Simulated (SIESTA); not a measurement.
A self-consistent single point of Y (P6_3/mmc, 4 atoms in the cell) with SIESTA

Method: GGA PBE, numerical atomic orbitals DZP, PseudoDojo PBE standard norm-conserving potentials (rewritten from UPF to PSML) run with SIESTA.

The input file:

```
# files in the folder: Y.psml (PseudoDojo PBE standard)
SystemName  Y
SystemLabel y

NumberOfAtoms                4
NumberOfSpecies              1
%block ChemicalSpeciesLabel
  1 39 Y
%endblock ChemicalSpeciesLabel
LatticeConstant              1.0 Ang
%block LatticeVectors
     3.666849000    0.000000000    0.000000000
    -1.833425000    3.175584000    0.000000000
     0.000000000    0.000000000   11.798111000
%endblock LatticeVectors
AtomicCoordinatesFormat      ScaledCartesian
%block AtomicCoordinatesAndAtomicSpecies
     0.000000000    0.000000000    0.000000000  1
     0.000000000    0.000000000    5.899055500  1
    -0.000002167    2.117057059    2.949527750  1
     1.833426167    1.058526941    8.848583250  1
%endblock AtomicCoordinatesAndAtomicSpecies

XC.functional                GGA
XC.authors                   PBE
PAO.BasisSize                DZP
PAO.EnergyShift              0.01 Ry
MeshCutoff                   400 Ry
%block kgrid.MonkhorstPack
   10   0   0  0.0
    0  10   0  0.0
    0   0   3  0.0
%endblock kgrid.MonkhorstPack
OccupationFunction           FD
ElectronicTemperature        100.0 meV

MaxSCFIterations             150
SCF.Mixer.Method             Pulay
SCF.Mixer.Weight             0.25
SCF.Mixer.History            6
SCF.DM.Tolerance             1.0E-05
Diag.ParallelOverK           true
WriteForces                  true
```

The program printed (abridged):

```
reinit: Reading from file input.fdf

reinit: System Name: Y
reinit: System Label: y

coor:   Atomic-coordinates input format  =     Cartesian coordinates
coor:                                          (in units of alat)

siesta: Atomic coordinates (Bohr) and species
siesta:      0.00000   0.00000   0.00000  1        1
siesta:      0.00000   0.00000  11.14760  1        2
siesta:     -0.00000   4.00066   5.57380  1        3
siesta:      3.46467   2.00033  16.72140  1        4

siesta: System type = bulk

initatomlists: Number of atoms, orbitals, and projectors:      4    76    72

siesta: ******************** Simulation parameters ****************************
redata: Spin configuration                          = none
redata: Time-Reversal Symmetry                      = T
redata: Number of Atomic Species                    =        1
redata: Mesh Cutoff                                 =   400.0000 Ry
redata: Net charge of the system                    =     0.0000 |e|
redata: Min. number of SCF Iter                     =        0
redata: Max. number of SCF Iter                     =      150
redata: SCF convergence failure will abort job
redata: SCF mix quantity                            = Hamiltonian
redata: Mix DM or H after convergence               =   F
redata: Recompute H after scf cycle                 =   F
redata: Mix DM in first SCF step                    =   T
redata: No kicks to SCF
redata: DM Mixing Weight for Kicks                  =     0.5000
redata: Require Harris convergence for SCF          =   F
redata: Harris energy tolerance for SCF             =     0.000100 eV
redata: Require DM convergence for SCF              =   T
redata: DM tolerance for SCF                        =     0.000010
redata: Require EDM convergence for SCF             =   F
redata: EDM tolerance for SCF                       =     0.001000 eV
redata: Require H convergence for SCF               =   T
redata: Hamiltonian tolerance for SCF               =     0.001000 eV
redata: Require (free) Energy convergence for SCF   =   F
redata: (free) Energy tolerance for SCF             =     0.000100 eV
redata: Using DFT-D3 dispersion                     =   F
redata: Using Saved Data (generic)                  =   F
redata: Method of Calculation                       = Diagonalization
redata: Electronic Temperature                      =  1160.4518 K
redata: Number of TDED substeps                     =        3
redata: Dynamics option                             = Single-point calculation
redata: Save all siesta data in one NC              =   F
redata: ***********************************************************************

%block SCF.Mixers
  Pulay
%endblock SCF.Mixers

%block SCF.Mixer.Pulay
  # Mixing method
  method pulay
  variant stable

  # Mixing options
  weight 0.2500
  weight.linear 0.2500
  history 6
%endblock SCF.Mixer.Pulay

DM_history_depth set to one: no extrapolation allowed by default for geometry relaxation
Size of DM history Fstack: 1
Total number of electrons:    44.000000
Total ionic charge:    44.000000

* ProcessorY, Blocksize:    1  64

* Orbital distribution balance (max,min):    76    76

k-point displ. along   1 input, could be:     0.00    0.50
k-point displ. along   2 input, could be:     0.00    0.50
 Kpoints in:          180 . Kpoints trimmed:          167

siesta: k-grid: Number of k-points = 167
siesta: k-points from Monkhorst-Pack grid
siesta: k-cutoff (effective) =    17.697 Ang
siesta: k-point supercell and displacements
siesta: k-grid:    10     0     0      0.000
siesta: k-grid:     0    10     0      0.000
siesta: k-grid:     0     0     3      0.000

diag: Algorithm                                     = D&C
diag: Parallel over k                               =   F
diag: Use parallel 2D distribution                  =   F
diag: Parallel block-size                           = 64
diag: Parallel distribution                         =     1 x     1
diag: Used triangular part                          = Lower
diag: Absolute tolerance                            =  0.100E-15
diag: Orthogonalization factor                      =  0.100E-05
diag: Memory factor                                 =  1.0000

superc: Internal auxiliary supercell:     7 x     7 x     3  =     147
superc: Number of atoms, orbitals, and projectors:    588  11172  10584

                        Single-point calculation

superc: Internal auxiliary supercell:     7 x     7 x     3  =     147
superc: Number of atoms, orbitals, and projectors:    588  11172  10584

outcell: Unit cell vectors (Ang):
        3.666849    0.000000    0.000000
       -1.833425    3.175584    0.000000
        0.000000    0.000000   11.798111

outcell: Cell vector modules (Ang)   :    3.666849    3.666849   11.798111
outcell: Cell angles (23,13,12) (deg):     90.0000     90.0000    120.0000
outcell: Cell volume (Ang**3)        :    137.3818
new_DM -- step:     1
Initializing Density Matrix...

Attempting to read DM from file... Failed...
DM filled with atomic data:

InitMesh: MESH = 40 x 40 x 144 = 230400
InitMesh: Mesh cutoff (required, used) =   400.000   411.720 Ry

stepf: Fermi-Dirac step function

        iscf     Eharris(eV)        E_KS(eV)     FreeEng(eV)     dDmax    Ef(eV) dHmax(eV)
   scf:    1    -4428.589375    -4437.385647    -4437.615479  1.662351 -4.061890  2.687389
   scf:    2    -4438.118568    -4437.766826    -4437.999252  0.064941 -4.173023  1.712964
   scf:    3    -4438.173621    -4438.013416    -4438.248541  0.104440 -4.368899  0.085178
   scf:    4    -4438.014608    -4438.014506    -4438.249749  0.001799 -4.368654  0.008437
   scf:    5    -4438.014825    -4438.014676    -4438.249857  0.001692 -4.366773  0.012668
   scf:    6    -4438.014683    -4438.014681    -4438.249872  0.000987 -4.368183  0.000887
   scf:    7    -4438.014648    -4438.014665    -4438.249873  0.000288 -4.368453  0.000358
   scf:    8    -4438.014664    -4438.014665    -4438.249873  0.000003 -4.368451  0.000369

SCF Convergence by DM+H criterion
max |DM_out - DM_in|         :     0.0000034829
max |H_out - H_in|      (eV) :     0.0003691115
SCF cycle converged after 8 iterations

Using DM_out to compute the final energy and forces

siesta: E_KS(eV) =            -4438.0147

siesta: E_KS - E_eggbox =     -4438.0147

siesta: Atomic forces (eV/Ang):
     1   -0.000000    0.000000   -0.000044
     2   -0.000000    0.000000    0.000044
     3    0.000001   -0.000000   -0.000010
     4   -0.000001    0.000000    0.000010
   Tot   -0.000000    0.000000   -0.000000
   Max    0.000044
   Res    0.000019    sqrt( Sum f_i^2 / 3N )
   Max    0.000044    constrained

Stress tensor Voigt[x,y,z,yz,xz,xy] (kbar):       29.52       29.52       30.20       -0.00        0.00        0.00
(Free)E + p*V (eV/cell)    -4440.8003
Target enthalpy (eV/cell)    -4438.2499

siesta: Program's energy decomposition (eV):
siesta: Ebs     =     -1097.886543
siesta: Eions   =      6883.921552
siesta: Ena     =      1541.382868
siesta: Ekin    =      1247.375241
siesta: Enl     =       456.344234
siesta: Eso     =         0.000000
siesta: Edftu   =         0.000000
siesta: DEna    =        61.069076
siesta: DUscf   =         1.088516
siesta: DUext   =         0.000000
siesta: Ex      =      -794.338509
siesta: Ec      =       -67.014540
siesta: Exc     =      -861.353049
siesta: Eharris =     -4438.014664
siesta: Etot    =     -4438.014665
siesta: FreeEng =     -4438.249873

siesta: Stress tensor (static) (eV/Ang**3):
siesta:     0.018423    0.000001    0.000000
siesta:     0.000001    0.018424   -0.000000
siesta:     0.000000   -0.000000    0.018847

siesta: Cell volume =        137.381771 Ang**3

siesta: Pressure (static):
siesta:                Solid            Molecule  Units
siesta:          -0.00020220         -0.00020221  Ry/Bohr**3
siesta:          -0.01856486         -0.01856564  eV/Ang**3
siesta:         -29.74418886        -29.74543050  kBar
```

The run converged in 8 iterations.

The starting cell was generated: these elements placed on a structure prototype, without a prior relaxation; it need not be a known phase or ordering of this composition. Its lattice was rescaled by a random factor within 2.5 % of one. Values carry the incompleteness of an atom-centred basis.

Cost on one core of a shared machine: roughly 50 s.
